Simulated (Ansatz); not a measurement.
Input and output of a self-consistent single point for a (110) slab of HgPt3 (cut from a parent of space group no. 65; 8 atoms in the cell) (Ansatz, a quantum-chemistry and plane-wave program).

Method: PBEsol, default PAW files made with PBE (plane waves; Ansatz).

```yaml
crystal:
  lattice:
    - [2.89696, 0.00000, 0.00000]
    - [0.00000, 4.91220, 0.00000]
    - [0.00000, 0.00000, 21.02841]
  atoms:
    - { symbol: Hg, position: [0.00000, 0.07683, 0.44429] }
    - { symbol: Hg, position: [0.00000, 0.37705, 0.66712] }
    - { symbol: Pt, position: [0.00000, 0.42672, 0.33288] }
    - { symbol: Pt, position: [0.50000, 0.92672, 0.33288] }
    - { symbol: Pt, position: [0.50000, 0.57683, 0.44429] }
    - { symbol: Pt, position: [0.00000, 0.72694, 0.55571] }
    - { symbol: Pt, position: [0.50000, 0.22694, 0.55571] }
    - { symbol: Pt, position: [0.50000, 0.87705, 0.66712] }
```

Reference input (self-consistent single point, DFT, PBEsol, plane waves, default PAW files made with PBE): basis.ecutwfc = 420 eV; kpoints.mp_grid.grid = 8 5 1; hamiltonian.xc = pbesol; hamiltonian.pseudopotentials = {kind: paw} (the program's default PAW files); scf.occupations.method = fermi_dirac; scf.occupations.width = 0.1 eV. This run's input differs from it in these lines:

Ansatz 0.2 input:
```diff
@@ -18,3 +18,3 @@
 kpoints:
-  mp_grid: { grid: [8, 5, 1] }
+  mp_grid: { grid: [15, 9, 1] }
 hamiltonian:
```

Output (repeated stretches shortened):

```
SCF iter   1: F=—  HF=-101636.273057 eV  |F-HF|=—  |Δ(HF+E_count)|=         —  Δρ=9.70e-3  dr2=2.72e0  ethr=1.77e-3  ⟨swp⟩=7.2  Hψ=14806  notcnv=0  defer=111
all-band conjugate gradients solve this SCF's bands
preconditioner: auto → LDOS
SCF iter   2: F=—  HF=-101636.222615 eV  |F-HF|=—  |Δ(HF+E_count)|=   5.04e-2  Δρ=3.46e-3  dr2=1.07e-1  ethr=1.77e-3  ⟨swp⟩=1.9  Hψ=4274  notcnv=0  defer=166
   [... lines left out ...]
SCF iter   7: F=—  HF=-101636.220812 eV  |F-HF|=—  |Δ(HF+E_count)|=   1.22e-6  Δρ=2.75e-5  dr2=4.82e-6  ethr=1.70e-8  ⟨swp⟩=2.0  Hψ=5108  notcnv=0  defer=164
SCF iter   8: F=—  HF=-101636.220811 eV  |F-HF|=—  |Δ(HF+E_count)|=   5.44e-7  Δρ=1.23e-5  dr2=8.86e-7  ethr=3.26e-9  ⟨swp⟩=2.0  Hψ=5039  notcnv=0  defer=164
SCF iter   9: F=—  HF=-101636.220812 eV  |F-HF|=—  |Δ(HF+E_count)|=   9.45e-7  Δρ=4.92e-6  dr2=1.23e-7  ethr=5.99e-10  ⟨swp⟩=2.0  Hψ=5115  notcnv=0  defer=164
SCF iter  10: F=-101636.220813 eV  HF=-101636.220813 eV  |F-HF|=5.45e-8  |Δ(HF+E_count)|=   5.61e-7  Δρ=1.71e-6  dr2=1.82e-8  ethr=6.76e-11  ⟨swp⟩=15.4  Hψ=16431  notcnv=0
SCF 1 converged in 10 iterations: F = -101636.220813 eV  dr2 = 1.82e-8
Free energy (F): -101636.220813 eV
Internal energy: -101635.956273 eV  (E = F + TS)
E sigma→0 (E₀):  -101636.088543 eV
Entropy (-TS):   -0.264539 eV (-33.067 meV/atom)
Fermi energy:    6.191632 eV
--- Forces (eV/Å), atoms counted from 1 ---
  atom   1  Hg     0.00000000     0.03067244    -0.15121990
  atom   2  Hg     0.00000000     0.06176279     0.67058239
  atom   3  Pt     0.00000000     0.13533551     0.68923892
  atom   4  Pt     0.00000000    -0.16705195     0.30812774
  atom   5  Pt     0.00000000    -0.01435573     0.06983481
  atom   6  Pt     0.00000000    -0.11929109    -0.12828416
  atom   7  Pt     0.00000000     0.07140481    -0.33250479
  atom   8  Pt     0.00000000     0.00153647    -1.12576118
--- Stress (GPa, compression-positive) ---
       -7.276232       0.000000       0.000000
        0.000000      -7.092611       0.138486
        0.000000       0.138486      -2.971607
  P = ⅓ Tr σ = -5.7802 GPa (-57.802 kbar)
  The stress holds the Pulay correction. Without it, at fixed plane waves, as pw.x and ABINIT print it: P = -5.8034 GPa
```

The run converged in 10 iterations. Against the reference run the free energy hardly moves (within 1 meV/atom) and the largest force goes from 1.137 to 1.126 eV/Å.

The starting cell comes from a database of computed structures (which also holds hypothetical and non-ambient phases and stackings), without a prior relaxation at this level. The slab is cut from that crystal, and its faces are unrelaxed. Its lattice was rescaled by up to half a per cent. Spin-orbit coupling is off. Spin polarisation is off. The two faces of this cut differ, and no dipole correction was used. Forces in this geometry exceed 1 eV/Å.

Cost on one core of a shared machine: roughly 2 min.
